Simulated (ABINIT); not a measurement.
A self-consistent single point of TaN (P6/mmm, 6 atoms in the cell) with ABINIT.

Computed with PBEsol, PAW (JTH v2.0 PBE PAW, files made for PBE) (plane waves; ABINIT).

The change in words: lattice scaled by 0.98. Reference geometry:
```
TaN
1.0
    5.27683     0.00000     0.00000
   -2.63842     4.56987     0.00000
    0.00000     0.00000     2.93891
Ta N
3 3
Cartesian
  0.00000   0.00000   0.00000
  2.63842   1.52329   1.46946
  0.00000   3.04658   1.46946
 -1.31921   2.28494   0.00000
  2.63842   0.00000   0.00000
  1.31921   2.28494   0.00000
```

Reference input (self-consistent single point, DFT, PBEsol, plane waves, PAW (JTH v2.0 PBE PAW, files made for PBE)): pseudos = [Ta.GGA_PBE-JTH.xml, N.GGA_PBE-JTH.xml]; ecut = 707 eV; pawecutdg = 1415 eV; pawxcdev = 0; ixc = -116133; occopt = 7; tsmear = 0.1 eV; ngkpt = 6 6 9; nshiftk = 1; shiftk = 0 0 0; potentials = JTH v2.0 PBE PAW; nband = 35. This run's input differs from it in these lines:

```diff
@@ -5,5 +5,5 @@
 rprim
-         5.2768344067   -0.0000000944    0.0000000000
-        -2.6384171216    4.5698726950    0.0000000000
-         0.0000000000    0.0000000000    2.9389110000
+         5.1712978242    0.0000000588    0.0000000000
+        -2.5856489630    4.4784752569    0.0000000000
+         0.0000000000    0.0000000000    2.8801330000
 natom 6
@@ -14,7 +14,7 @@
          0.0000000000    0.0000000000    0.0000000000
-         2.6384172306    1.5232908354    1.4694555000
-         0.0000000545    3.0465817652    1.4694555000
-        -1.3192085608    2.2849363475    0.0000000000
-         2.6384172034   -0.0000000472    0.0000000000
-         1.3192086425    2.2849363003    0.0000000000
+         2.5856488951    1.4928251248    1.4400665000
+        -0.0000000339    2.9856501908    1.4400665000
+        -1.2928244815    2.2392376284    0.0000000000
+         2.5856489121    0.0000000294    0.0000000000
+         1.2928244306    2.2392376578    0.0000000000
       Angstrom
```

Output (repeated stretches shortened):

```
--- !BeginCycle
solver: {iscf: 17, nstep: 100, nline: 4, wfoptalg: 10, }
tolerances: {tolvrs: 1.00E-12, }
...

     iter   Etot(hartree)      deltaE(h)  residm     nres2
 ETOT  1  -192.15560707592    -1.922E+02 1.671E+01 1.186E+02
 ETOT  2  -208.80019673785    -1.664E+01 1.422E-01 6.096E+02
 ETOT  3  -207.76458569180     1.036E+00 4.736E-02 2.427E+02
 ETOT  4  -207.39070274586     3.739E-01 2.149E-02 5.011E+01
 ETOT  5  -207.57444879466    -1.837E-01 1.624E-02 1.332E+02
   [... 15 lines left out ...]
 ETOT 21  -207.25614986709     1.222E-12 1.269E-03 6.521E-10
 ETOT 22  -207.25614986709    -8.527E-14 9.613E-04 2.709E-11
 ETOT 23  -207.25614986709     1.194E-12 8.620E-04 6.887E-12
 ETOT 24  -207.25614986709    -1.393E-12 5.984E-04 5.754E-13
 At SCF step   24       nres2   =  5.75E-13 < tolvrs=  1.00E-12 =>converged.

 Cartesian components of stress tensor (hartree/bohr^3)
  sigma(1 1)= -1.86716530E-04  sigma(3 2)=  0.00000000E+00
  sigma(2 2)= -1.86716530E-04  sigma(3 1)=  0.00000000E+00
  sigma(3 3)= -4.18447565E-04  sigma(2 1)= -3.17481637E-13

 ----iterations are completed or convergence reached----

 reduced coordinates (array xred) for    6 atoms
       0.000000000000      0.000000000000      0.000000000000
       0.666666666667      0.333333333333      0.500000000000
       0.333333333333      0.666666666667      0.500000000000
       0.000000000000      0.500000000000      0.000000000000
       0.500000000000      0.000000000000      0.000000000000
       0.500000000000      0.500000000000      0.000000000000
 cartesian forces (eV/Angstrom) at end:
   [... lines left out ...]
 Fermi (or HOMO) energy (hartree) =   0.17945   Average Vxc (hartree)=  -0.48692
 Fermi (or HOMO) energy (eV) =   4.88310   Average Vxc (eV)= -13.24965
   [... lines left out ...]
'-kT*entropy'       : -1.14246772944892E-04
total_energy        : -2.07256150149598E+02
total_energy_eV     : -5.63972665906651E+03
...

-Cartesian components of stress tensor (GPa)         [Pressure=  7.7660E+00 GPa]
- sigma(1 1)= -5.49338905E+00  sigma(3 2)=  0.00000000E+00
- sigma(2 2)= -5.49338906E+00  sigma(3 1)=  0.00000000E+00
- sigma(3 3)= -1.23111503E+01  sigma(2 1)= -9.34063068E-09

 Calculation completed.
```

The run converged in 24 iterations. Against the reference run the free energy falls by 8.8 meV/atom and the pressure goes from -11.13 to 7.77 GPa.

The starting cell comes from a database of computed structures (which also holds hypothetical and non-ambient phases and stackings), without a prior relaxation at this level. Its lattice was rescaled by a random factor within 2.5 % of one. For this run, on top of that: lattice scaled by 0.98. Spin polarisation is off. The potentials were made for another functional than the one used. With a pressure of about 8 GPa the cell is away from its equilibrium volume at this level.

Cost on one core of a shared machine: roughly 6 min.
